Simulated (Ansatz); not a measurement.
**Band gap of Be₃N₂ (Ia-3, No. 206) at several levels of theory**

No measured value is used here.

```json
[
 {"level (code)": "LDA (Ansatz)", "value (eV)": "3.32 (direct)"},
 {"level (code)": "PBEsol (Ansatz)", "value (eV)": "3.21 (direct)"},
 {"level (code)": "r²SCAN (Ansatz)", "value (eV)": "3.99 (direct)"}
]
```

Computed values are for a static lattice.  Each level is taken at its own relaxed cell. Cutoffs differ between the levels. Ansatz's density-functional and Hartree–Fock values are scalar-relativistic unless marked +SOC, with PAW data made under PBE.

Ansatz is a first-principles code.
